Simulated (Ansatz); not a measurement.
The structure below was relaxed with Kohn–Sham DFT with the PBEsol functional, run in Ansatz (an electronic-structure program) with PAW and 420 eV plane waves, scalar-relativistic without spin-orbit coupling, earlier PAW set, at pressure 30 GPa.

Space group Pm-3m (No. 221); a = b = c = 3.953 Å, α = β = γ = 90.00°

| atom | site | symmetry | x | y | z |
|---|---|---|---|---|---|
| La | 1a | m-3m | 0.0000 | 0.0000 | 0.0000 |
| B | 6f | 4m.m | 0.1982 | 0.5000 | 0.5000 |

### Question
Write out a cell with all atoms.

### Answer
```xyz
7
Lattice="3.9535 0.0000 0.0000 0.0000 3.9535 0.0000 0.0000 0.0000 3.9535" Properties=species:S:1:pos:R:3 pbc="T T T"
La     0.0000     0.0000     0.0000
B      0.7835     1.9767     1.9767
B      3.1700     1.9767     1.9767
B      1.9767     1.9767     0.7835
B      1.9767     1.9767     3.1700
B      1.9767     0.7835     1.9767
B      1.9767     3.1700     1.9767
```
This is the conventional cell.

Load acts through the strain it causes; cell and atoms are relaxed under it. No phonon test of stability was made. No other phases were tried under pressure. All final runs are without spin polarisation. The cell was made from LaB6 (space group Pm-3m, No. 221) by this change: pressure 30 GPa.
